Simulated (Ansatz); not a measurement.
We consider ZrGeS (P4/nmm, No. 129, 6 atoms in the cell; start mp-4997), described by r²SCAN (plane waves, PAW; Ansatz, a quantum-chemistry and plane-wave program).

Settings: plane-wave cutoff 560 eV, 16×16×8 k mesh (along the axes of the cell as run), Fermi–Dirac smearing 0.05 eV, scalar-relativistic PAW data made under PBE.

Cell (relaxed at this level):

```
ZrGeS
1.0
    3.63931     0.00000     0.00000
    0.00000     3.63931     0.00000
    0.00000     0.00000     8.06884
Zr Ge S
2 2 2
Direct
  0.00000   0.50000   0.72535
  0.50000   0.00000   0.27465
  0.50000   0.50000   0.00000
  0.00000   0.00000   0.00000
  0.00000   0.50000   0.37848
  0.50000   0.00000   0.62152
```

What does this level give for the bulk modulus B0?


- bulk modulus B0: 127 GPa

The run finds no gap.

Note: the bulk modulus is −V dP/dV from two relaxed cells at ±2 % in volume; the relaxation could not lower the start's symmetry, so the cell can be a saddle point above a distorted one.

The computed numbers hold no vibrational or temperature effects.

The result took roughly 6 core-minutes.

A start named mp-… is a Materials Project structure, which need not be a measured phase.
